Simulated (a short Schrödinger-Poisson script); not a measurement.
Structure: MOS inversion layer, SiO2 on p-type Si(100), at 300 K.

From the gate side: 1.5 nm SiO2; 1200 nm Si, acceptors 1.2e17 cm⁻³.

Constants are typed, rounded textbook-type inputs, not results; the design itself was drawn at random and stands for no fabricated device. SiO2: permittivity 3.9, conduction-band edge (eV) 3.15, gap (eV) 9, electron mass (mₑ) 0.5. Si: permittivity 11.7, conduction-band edge (eV) 0, gap (eV) 1.124, Nv at 300 K (cm⁻³) 3.1e19.

Channel valleys (confinement mass, in-plane density-of-states mass, number): Δ2 0.916, 0.19, 2; Δ4 0.19, 0.417, 4. At the gate the conduction-band edge of layer 1 lies 3.71 eV − eVg above the Fermi level of the channel; the field vanishes at the back. Gaps are held at their typed values at every temperature. Mesh 0.03 nm at interfaces.

From a short Schrödinger-Poisson script (our own, NumPy): 1D Poisson equation in equilibrium, electrons quantum, Hartree (BenDaniel-Duke, 12 states a valley, the channel's in-plane mass for all, wave functions ending at the dielectric), parabolic valleys, classical holes, full ionisation, no traps, pinning or gate leakage.

| Vg (V) | electrons (cm⁻²) | C (μF/cm²) | Δ2 E0 (meV from the Fermi level) | Δ4 E0 (meV from the Fermi level) |
|---|---|---|---|---|
| 0.45 | 1.01e9 | 0.114 | 238.9 | 274.8 |
| 0.5 | 5.86e9 | 0.136 | 192.8 | 229.4 |
| 0.55 | 3.18e10 | 0.256 | 148.4 | 186.0 |
| 0.6 | 1.32e11 | 0.581 | 110.5 | 149.5 |
| 0.65 | 3.56e11 | 0.943 | 83.3 | 124.6 |
| 0.7 | 6.82e11 | 1.18 | 64.6 | 108.8 |
| 0.75 | 1.07e12 | 1.33 | 50.9 | 98.2 |
| 0.8 | 1.50e12 | 1.43 | 40.2 | 90.5 |
| 0.85 | 1.96e12 | 1.50 | 31.3 | 84.7 |
| 0.9 | 2.43e12 | 1.56 | 23.7 | 80.0 |
| 0.95 | 2.92e12 | 1.60 | 17.0 | 76.2 |
| 1 | 3.43e12 | 1.63 | 11.0 | 73.0 |
| 1.05 | 3.94e12 | 1.66 | 5.5 | 70.2 |
| 1.1 | 4.46e12 | 1.69 | 0.5 | 67.7 |
| 1.15 | 4.99e12 | 1.71 | -4.3 | 65.5 |
| 1.2 | 5.53e12 | 1.72 | -8.7 | 63.5 |
| 1.25 | 6.07e12 | 1.74 | -13.0 | 61.6 |
| 1.3 | 6.61e12 | 1.75 | -17.1 | 59.9 |
| 1.35 | 7.16e12 | 1.76 | -21.0 | 58.4 |

Gate voltages with under 1e9 electrons/cm² are left out.

Q: At Vg = 1.35 V the lowest Δ2 subband lies at -21.0 meV from the Fermi level. How many electrons does it hold, and what share of all?

A: The two-dimensional density of states is g m/(πħ²) = 1.59e11 cm⁻² meV⁻¹ (both spins), kT = 25.9 meV, so n = D kT ln(1 + exp(−E/kT)) = 4.84e12 cm⁻², 0.68 of the 7.16e12 cm⁻² in all.

Q: Compare the slope of the sheet density between 1.25 and 1.35 V with the geometric capacitance of the layers between gate and channel.

A: q Δn/ΔV = 1.75 μF/cm²; ε0/Σ(t/ε) = 2.30 μF/cm². The ratio is 0.76: the channel acts as a further capacitance in series.
